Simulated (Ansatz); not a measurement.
Model glasses of amorphous SiO2, 74 to 79 atoms (Si24O48 before any change). Each row is one cell at a composition chosen by hand, melted whole on the CHGNet potential with the anions pushed apart under 1.9 Å, quenched within some picoseconds, far faster than a real film, and relaxed with PBE, scalar-relativistic without spin-orbit coupling (plane waves to 420 eV, PAW; Ansatz, an electronic-structure program). Each is the lower in DFT energy of 2 quenches. Cycles of charging and discharging were tried on some cells ahead of these points, and a cell that came back lower was taken. The column on the box says what of it was relaxed with the atoms; held means as the quench left it. Cells that kept moments or hold spare charge are left out.

At the relaxed places, the spacing of the highest filled and the lowest empty level was computed at the zone centre with PBE and with HSE06, without spin polarisation, or with spin where the moments then died out. A level counts as spread where PBE shares it among more than a fifth of the atoms; else the element of the atom with the largest weight is named. Formal charges balance in every cell (each cation at its usual highest valence, Cu and Ag at +1, Sb at +3, H at +1, O at −2, N at −3, F and Cl at −1). Exact exchange is cut at the faces of these small cells, which leaves the hybrid a finite-size error. Where a level is localised, the spacing isn't the band gap.

```
cell             change               box  highest filled on  lowest empty on  spacing, PBE (eV)  spacing, HSE06 (eV)
----------  -----------  ----------------  -----------------  ---------------  -----------------  -------------------
Si24O51Sb2  +3 O, +2 Sb             shape                  O               Sb               1.17                 2.59
Si24O51W     +3 O, +1 W  volume and shape                  O                W               2.33                 3.84
Si24O53Ta2  +5 O, +2 Ta             shape                  O               Ta               3.03                 4.63
Si24O53Nb2  +2 Nb, +5 O             shape                  O               Nb               3.69                 5.29
Si24O49Ba   +1 Ba, +1 O             shape                  O           spread               4.04             withheld
Si24O51Y2    +3 O, +2 Y  volume and shape                  O                Y               4.20                 5.85
Si24O49Li2  +2 Li, +1 O             shape                  O           spread               4.58                 6.28
Si24O50Ge   +1 Ge, +2 O  volume and shape             spread           spread               4.84                 6.78
Si24O51B2    +2 B, +3 O             shape                  O           spread               5.18                 7.00
```

Q: Fit a straight line of the last column on the one before it through the 8 full rows, and predict the withheld value for Si24O49Ba.

A: Means: x = 3.628, y = 5.283. Slope = Σ(Δx Δy) / Σ(Δx²) = 14.6360 / 13.1992 = 1.109; intercept = 5.283 − (1.109) × 3.628 = 1.260 eV; r.m.s. residual 0.067 eV. Prediction: 1.260 + (1.109) × 4.04 = 5.74 eV. The run gave 5.69 eV, a miss of 0.05 eV, within the residual.
